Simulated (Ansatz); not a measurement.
## Ta under a change: Ta → Hf

Base system: Ta in the bcc (W type) structure (space group Im-3m, No. 229; a = 3.3051 Å).

The change: every Ta is replaced by Hf, then cell and atoms are relaxed.

Method: Kohn–Sham DFT with the r2SCAN functional, run in Ansatz (a program for electronic structure) with PAW and 500 eV plane waves, no spin-orbit coupling, earlier PAW set. k-mesh 18×18×18 (Γ-centred); smearing 0.05 eV (Fermi–Dirac), for the changed cell.

The volume per atom grows by 4.11 Å³ to 22.16 Å³ and the space group stays Im-3m (No. 229). The shortest interatomic distance rises by 0.2025 Å to 3.065 Å and the band gap remains zero.

Cost of the whole job for the changed cell (relaxation, final SCF and bands): around 110 core-seconds (rough).

No phonon test of stability was made. All final runs are without spin polarisation. This is not the structure that Hf has at room temperature and ambient pressure.
